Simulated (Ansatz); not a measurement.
Cost and result by functional for the surface energy of the (331) surface of bcc W in its 1x1 cell, outermost plane spacing 0.37 Å in the ideal cut, in Ansatz (plane waves, PAW). Single points on the PBE structure, on one kind of machine; costs are rough ratios of the slab run's core time (references not counted) to the cheapest single point. r2SCAN's cost holds its higher cutoff (500 against 420 eV). Differences are taken against r2SCAN for comparison alone: no measured value is at hand, so the table doesn't rank accuracy.

Set-up: 29 atoms, 10.2 Å thick at the start (thin: gaps and levels are the slab's own); mesh 9x4x1; 0.1 eV smearing; dipole correction on; all atoms relaxed; held to the part of the start's symmetry that mesh and held atoms allow; no spin, no spin-orbit, no U. These notes are the PBE run's.

| functional | relative cost | surface energy (J/m²) | less r2SCAN (J/m²) |
|---|---|---|---|
| LDA | 1 | 3.89 | 0.09 |
| PBEsol | 1 | 3.83 | 0.03 |
| RPBE | 1 | 3.33 | -0.47 |
| r2SCAN | 3 | 3.80 | 0.00 |
| PBE (the relaxed run's value) | – | 3.51 | -0.29 |

The values span 0.56 J/m², while the single points' costs differ by a factor of roughly 3. Differences are of unrounded values.

Ansatz is an electronic-structure program.
